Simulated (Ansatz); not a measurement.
Results of revPBE in Ansatz (PAW) for corundum Ga2O3 (metastable phase).

Run with plane-wave cutoff 520 eV, 8×8×8 k mesh, Fermi–Dirac smearing 0.01 eV, scalar-relativistic PAW data made under PBE.

Shape and atoms are relaxed at each volume.

Pressure at four volumes; x = ln(V/10.248 Å³). One pressure is withheld.

```tsv
V (Å³/atom)	x	P (GPa)
9.838	-0.0408	?
10.043	-0.0202	3.98
10.248	0.0000	0.00
10.658	0.0392	-6.73
```

Question: Pass a parabola P(x) through the three rows shown, estimate the bulk modulus and its pressure derivative near zero pressure, and predict the withheld pressure.

Answer: Slopes between the rows: (0.00 − (3.98))/(0.0000 − (-0.0202)) = -197.03 and (-6.73 − (0.00))/(0.0392 − (0.0000)) = -171.68 GPa. Their difference over the span 0.0594 is c = 25.35/0.0594 = 426.8 GPa, so P(x) = 3.98 + (-197.03)(x − (-0.0202)) + 426.8 (x − (-0.0202))(x − (0.0000)). At the middle row B = −dP/dx = −[-197.03 + 426.8 × 0.0202] = 188.4 GPa, and B′ = dB/dP = 2c/B = 4.5. At x = -0.0408 the parabola gives 8.40 GPa; the run gives 8.41 GPa. The Birch–Murnaghan fit to the energies at all volumes has B0 = 188 GPa and B′ = 4.5.

Measured, for comparison: bulk modulus 220 ± 9 GPa (room temperature, no zero-point or thermal correction, equation of state from high-pressure X-ray diffraction, our sources range from 220 to 252; as tabulated in Phys. Rev. B 77, 094123 (2008), gallium oxide under pressure (UNLV record)). Computed (rounded) less measured: bulk modulus not scored (sources differ).

Note: the bulk modulus comes from volumes at which shape and atoms were relaxed.

Ansatz is an electronic-structure program.
